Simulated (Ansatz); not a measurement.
## Worked example: self-consistent single point of NaZn4As3 (R-3m, 8 atoms in the cell) in Ansatz

Computed with LDA (PW92), default PAW files made with PBE (plane waves; Ansatz, a program for electronic structure).

The input file:

Ansatz 0.2 input:
```yaml
crystal:
  lattice:
    - [2.099575, 1.212190, 10.962153]
    - [-2.099575, 1.212190, 10.962153]
    - [0.000000, -2.424380, 10.962153]
  atoms:
    - { symbol: Na, position: [0.500000, 0.500000, 0.500000] }
    - { symbol: Zn, position: [0.091799, 0.091799, 0.091799] }
    - { symbol: Zn, position: [0.908201, 0.908201, 0.908201] }
    - { symbol: Zn, position: [0.300709, 0.300709, 0.300709] }
    - { symbol: Zn, position: [0.699291, 0.699291, 0.699291] }
    - { symbol: As, position: [0.225339, 0.225339, 0.225339] }
    - { symbol: As, position: [0.774661, 0.774661, 0.774661] }
    - { symbol: As, position: [0.000000, 0.000000, 0.000000] }
kpoints:
  mp_grid: { grid: [6, 6, 6] }
hamiltonian:
  xc: lda
  pseudopotentials: { kind: paw }
scf:
  occupations: { method: cold, width: 0.0073 Ry }
output:
  forces: true
  eigenvalues: true
  stress: true
```

The program printed (abridged):

```
WARN basis.ecutwfc = 420 eV, the default
WARN ansatz: RAYON_NUM_THREADS=1 ignored (pool sized by the plan → 1); use --threads N
basis.fft_grid_basis auto: the FFT boxes are laid along the combinations [[1, 0, -1], [0, 1, -1], [0, 0, 1]] of the cell's own vectors, 4.199, 4.199 and 11.227 …
Pseudopotentials: kind: paw
Pseudopotential: Na, paw, valence charge 9
Pseudopotential: Zn, paw, valence charge 12
Pseudopotential: As, paw, valence charge 15
Crystal: 8 atoms, lattice volume = 167.398 Å³
Basis set: ecut = 420 eV, 3241 PW (Γ), FFT grids on a1−a3, a2−a3, a3
Bands: 62, of which v1, the nominal top of the filled ones, is band 51 counted from 1 (50 counted from 0)
Symmetry: 12 space group operations
Space group: R-3m (ITA 166), of the structure as read, at distance tolerance 5.5e-5 Å
k-points: 32 of 216
PAW frozen core: Na, regenerated for the run's functional, and the local potential with it
PAW frozen core: Zn, regenerated for the run's functional, and the local potential with it
PAW frozen core: As, regenerated for the run's functional, and the local potential with it
Initial density: superposition of atomic densities (neutral atoms: chi_scale 0, normalization atom), corrected by the library's trained network
Initial wavefunctions: pseudopotential atomic-orbital guess
Eigensolver: davidson
Functional: x = slater, c = lda
SCF iter   1: F=—  HF=-28774.105696 eV  |F-HF|=—  |Δ(HF+E_count)|=         —  Δρ=5.73e-3  dr2=3.18e-2  ethr=1.77e-3  ⟨swp⟩=6.8  Hψ=8140  notcnv=0  defer=10
all-band conjugate gradients solve this SCF's bands
preconditioner: auto → LDOS
SCF iter   2: F=—  HF=-28774.103634 eV  |F-HF|=—  |Δ(HF+E_count)|=   2.06e-3  S|Δr|=    0.00e0  Δρ=4.25e-3  dr2=2.39e-2  ethr=3.11e-5  ⟨swp⟩=2.0  Hψ=4112  notcnv=0  defer=151
SCF iter   3: F=—  HF=-28774.093878 eV  |F-HF|=—  |Δ(HF+E_count)|=   9.76e-3  S|Δr|=    0.00e0  Δρ=2.11e-3  dr2=5.64e-3  ethr=2.34e-5  ⟨swp⟩=2.0  Hψ=3580  notcnv=0  defer=151
SCF iter   4: F=—  HF=-28774.091719 eV  |F-HF|=—  |Δ(HF+E_count)|=   2.16e-3  S|Δr|=    0.00e0  Δρ=3.96e-4  dr2=2.28e-4  ethr=5.53e-6  ⟨swp⟩=2.0  Hψ=2753  notcnv=0  defer=151
SCF iter   5: F=—  HF=-28774.091642 eV  |F-HF|=—  |Δ(HF+E_count)|=   7.69e-5  S|Δr|=    0.00e0  Δρ=1.04e-4  dr2=1.36e-5  ethr=2.24e-7  ⟨swp⟩=2.0  Hψ=3463  notcnv=0  defer=151
SCF iter   6: F=—  HF=-28774.091520 eV  |F-HF|=—  |Δ(HF+E_count)|=   1.22e-4  S|Δr|=    0.00e0  Δρ=1.78e-5  dr2=9.77e-7  ethr=1.34e-8  ⟨swp⟩=2.0  Hψ=2956  notcnv=0  defer=146
SCF iter   7: F=-28774.091520 eV  HF=-28774.091520 eV  |F-HF|=3.70e-8  |Δ(HF+E_count)|=   8.46e-8  S|Δr|=    0.00e0  Δρ=4.46e-6  dr2=3.74e-8  ethr=9.80e-11  ⟨swp⟩=7.7  Hψ=9916  notcnv=0
SCF 1 converged in 7 iterations: F = -28774.091520 eV  dr2 = 3.74e-8
SCF converged after 7 iterations
Stability not checked (fill_not_monotonic)
Free energy (F): -28774.091520 eV
Harris-Foulkes:  -28774.091520 eV  (|F-HF|=3.70e-8)
Internal energy: -28774.090178 eV  (E = F + TS)
E sigma→0 (E₀):  -28774.091073 eV
Entropy (-TS):   -0.001343 eV (-0.168 meV/atom)
Fermi energy:    7.581437 eV
Step filling:    the computed levels leave a gap of 0.0527 eV = 0.5 smearing widths
--- Per-component energies (eV) ---
  E_band       = -944.272598
  E_kinetic    = 955.717001
  E_local      = -14360.813570  (includes V_loc(G=0)·N_el)
  E_nonlocal   = 585.597314
  E_hartree    = 6663.108955
  E_xc         = -815.203093
  E_vxc        = -499.995101  (∫ρ·V_xc dr)
  E_paw        = -12529.950186  (= ΣΔE_a)
  E_vpaw       = -951.010056  (= ΣTr[D̂ρ^β])
  E_aug_tail   = -0.001419  (compensation charges beyond the density's cutoff)
  E_ewald      = -9285.140324
  E_core_change = 12.595146  (= ΣΔE_core)
  E_smearing   = -0.001343  (= −TS)
  E_closure    = 0.000000  (closes the sum)
  Σ components = -28774.091520   (vs F -28774.091520, Δ=0.00e0)
--- Forces (eV/Å), atoms counted from 1 ---
  atom   1  Na    -0.00000000     0.00000000     0.00000000
  atom   2  Zn     0.00000000     0.00000000    -0.01867514
  atom   3  Zn     0.00000000    -0.00000000     0.01867514
  atom   4  Zn     0.00000000     0.00000000    -0.03844658
  atom   5  Zn     0.00000000    -0.00000000     0.03844658
  atom   6  As     0.00000000     0.00000000     0.43663302
  atom   7  As     0.00000000    -0.00000000    -0.43663302
  atom   8  As     0.00000000     0.00000000     0.00000000
  max |Σ_I F_I| component: 5.55e-17 eV/Å
--- Stress (GPa, compression-positive) ---
       -5.406862       0.000000       0.000000
        0.000000      -5.406862      -0.000000
        0.000000      -0.000000      -4.771939
  P = ⅓ Tr σ = -5.1952 GPa (-51.952 kbar)
  The stress holds the Pulay correction. Without it, at fixed plane waves, as pw.x and ABINIT print it: P = -5.2321 GPa
--- Band table (eV; the first three rows and the last of 32) ---
  k-point 0: bands = ["-44.1381", "-27.8960", "-27.8960", "-27.8696", "-27.8696", "-27.8620", "-27.5877", "-27.5876", "-27.5768", "-27.5768", "-27.5768", "-27.5768", "-27.5655", "-27.5655", "-27.5655", "-27.5655", "-16.6493", "-16.6439", "-16.6439", [...]
  k-point 1: bands = ["-44.1381", "-27.8960", "-27.8958", "-27.8696", "-27.8696", "-27.8619", "-27.5876", "-27.5875", "-27.5769", "-27.5768", "-27.5768", "-27.5768", "-27.5655", "-27.5655", "-27.5654", "-27.5653", "-16.6487", "-16.6464", "-16.6445", [...]
  k-point 2: bands = ["-44.1379", "-27.8960", "-27.8954", "-27.8697", "-27.8696", "-27.8617", "-27.5873", "-27.5873", "-27.5770", "-27.5770", "-27.5768", "-27.5768", "-27.5656", "-27.5656", "-27.5651", "-27.5650", "-16.6513", "-16.6476", "-16.6456", [...]
  k-point 31: bands = ["-44.1381", "-27.8960", "-27.8960", "-27.8696", "-27.8696", "-27.8620", "-27.5877", "-27.5876", "-27.5768", "-27.5768", "-27.5768", "-27.5768", "-27.5655", "-27.5655", "-27.5655", "-27.5655", "-16.6493", "-16.6439", [...]
```

The run converged in 7 iterations.

The starting cell comes from a database of computed structures (which also holds hypothetical and non-ambient phases and stackings), without a prior relaxation at this level. With a pressure of about -5 GPa the cell is away from its equilibrium volume at this level. Ansatz's pressure includes its estimate of the finite-basis (Pulay) stress. The run gives no clean gap (levels at the Fermi energy touch, overlap or are partly filled at this smearing), which alone does not show that the compound is a metal.
